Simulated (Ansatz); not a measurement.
The reference is SnSe₂ in the CdI2 type structure (space group P-3m1, No. 164; layered, stacked along the Cartesian z axis).

```
CELL_PARAMETERS angstrom
      3.79364     0.00000     0.00000
     -1.89682     3.28539     0.00000
      0.00000     0.00000     5.74382
ATOMIC_POSITIONS crystal
  Sn 0.00000 0.00000 0.00000
  Se 0.33333 0.66667 0.27602
  Se 0.66667 0.33333 0.72398
```

Cartesian axes are those of the cell as printed.

Calculations: Kohn–Sham DFT with the PBEsol-D3(BJ) functional, run in Ansatz (a program for electronic structure) with PAW and 420 eV plane waves, no spin-orbit coupling.

For the base:

- Pressure = 0.0 GPa

Modification: uniaxial strain ε_zz = −2.50 %, all other strain components held at zero, atoms relaxed at fixed cell.

Question: How does this affect the largest internal atomic displacement, energy relative to the base and pressure?

Answer: The largest internal atomic displacement comes out as 0.035 Å; the energy increases by 2.1 meV/atom; the pressure (mean of the normal stresses, compression positive) goes from zero to 1.0 GPa.

The mesh was chosen for an insulator and is coarse for the gapless case. Whether these cells are dynamically stable was not tested. All final runs are without spin polarisation. Gaps under 0.05 eV, about the width of the smearing, are given as zero.
